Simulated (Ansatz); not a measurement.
Input:

```yaml
crystal:
  lattice:
    - [0.00000, 2.83871, 2.79290]
    - [2.83871, 0.00000, 2.79290]
    - [2.83871, 2.83871, 0.00000]
  atoms:
    - { symbol: Be, position: [0.00000, 0.00000, 0.00000] }
    - { symbol: Te, position: [0.75000, 0.75000, 0.75000] }
```

Computed with r2SCAN with spin-orbit coupling, rigid bands (plane waves, PAW; Ansatz, a first-principles code). Condition of this run: uniaxial stress zz = 1 GPa (compression positive) (the target of the relaxation). Geometry: cell and atoms relaxed with r2SCAN, then loaded as said.

Question: Predict the electron conductivity mass (n e² τ/σ) at 300 K, by direction if it differs.

Answer: 0.28 (x), 0.28 (y), 1.76 (z) mₑ.

Question: Predict the hole conductivity mass (n e² τ/σ) at 300 K, by direction if it differs.

Answer: 0.42 (x), 0.42 (y), 0.39 (z) mₑ.

Question: And the band gap?

Answer: 1.97 eV at this level; semilocal functionals usually fall short of the measured gap.

Rigid bands, one relaxation time for all states, no polarons.
